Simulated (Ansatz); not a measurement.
Structures of equal composition on the (111) surface of fcc Au: a layer of Ta in place of the second plane; a layer of Ta in place of the third plane. The slabs share one bottom face, and each structure is named by its start. These are constructed structures in small cells; real faces may alloy, dewet or reconstruct in larger ones, and not all known structures of the face are among them. Slabs of about 12 Å with all that they carry, Fermi-Dirac smearing of 0.1 eV. Bottom of the slabs: a bare face, its two planes held. Relaxed from the named starts with such symmetry as they have, on meshes of like density; energies extrapolated to zero smearing; no spin-orbit coupling, no U. Spin-polarised runs, if any, are marked in brackets, and their order is one that fits the cell; the others ran without spin.

All values below come from PBE (plane waves to 420 eV, PAW; Ansatz, a quantum-chemistry and plane-wave program).

### Question
Order them by energy per 1x1 cell (lowest first) at the level PBE.

### Answer
a layer of Ta in place of the third plane (0.000 eV), a layer of Ta in place of the second plane (0.207 eV)
